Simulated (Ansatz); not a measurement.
Take V₃Si in the A15 (Cr3Si type) structure (space group Pm-3n, No. 223) as the base.

```
CELL_PARAMETERS angstrom
      4.64951     0.00000     0.00000
      0.00000     4.64951     0.00000
      0.00000     0.00000     4.64951
ATOMIC_POSITIONS crystal
  V  0.25000 0.00000 0.50000
  V  0.75000 0.00000 0.50000
  V  0.00000 0.50000 0.25000
  V  0.00000 0.50000 0.75000
  V  0.50000 0.25000 0.00000
  V  0.50000 0.75000 0.00000
  Si 0.00000 0.00000 0.00000
  Si 0.50000 0.50000 0.50000
```

Cartesian axes are those of the cell as printed.

Method: Ansatz (a quantum-chemistry and plane-wave program), PBEsol, PAW, cutoff 420 eV, no SOC.

Strains are applied to the cell and any free atomic positions relax; under biaxial strain the out-of-plane vector relaxes too.

One change was made to it. Results:

| quantity | base | after |
|---|---|---|
| energy relative to the base (free energy F) | 0 meV/atom | +1.9 meV/atom |
| pressure (mean of the normal stresses, compression positive) | 0.0 GPa | -2.5 GPa |
| band gap | zero | zero |

Problem. Name the change that was made.
A) isotropic strain −3.53 %
B) biaxial strain −1.25 %, plane normal [110], relaxed out of plane
C) strain tensor (xx, yy, zz, yz, xz, xy) = (−0.99, +0.11, +0.01, +0.96, +0.28, −0.12) %
D) strain tensor (xx, yy, zz, yz, xz, xy) = (+1.62, −0.72, +0.35, +0.04, +0.12, +0.09) %

Solution. D, strain tensor (xx, yy, zz, yz, xz, xy) = (+1.62, −0.72, +0.35, +0.04, +0.12, +0.09) %. For comparison, the pressure in the other runs: isotropic strain −3.53 % gives 27.7 GPa; strain tensor (xx, yy, zz, yz, xz, xy) = (−0.99, +0.11, +0.01, +0.96, +0.28, −0.12) % gives 1.9 GPa; biaxial strain −1.25 %, plane normal [110], relaxed out of plane gives 2.8 GPa.

Without a gap, meshes like the base's 10×10×10 leave anisotropic stresses uncertain by several tenths of a GPa, and small strain energies with them. Whether these cells are dynamically stable was not tested. Seeded moments were not kept for the base. The final runs are not spin-polarised.
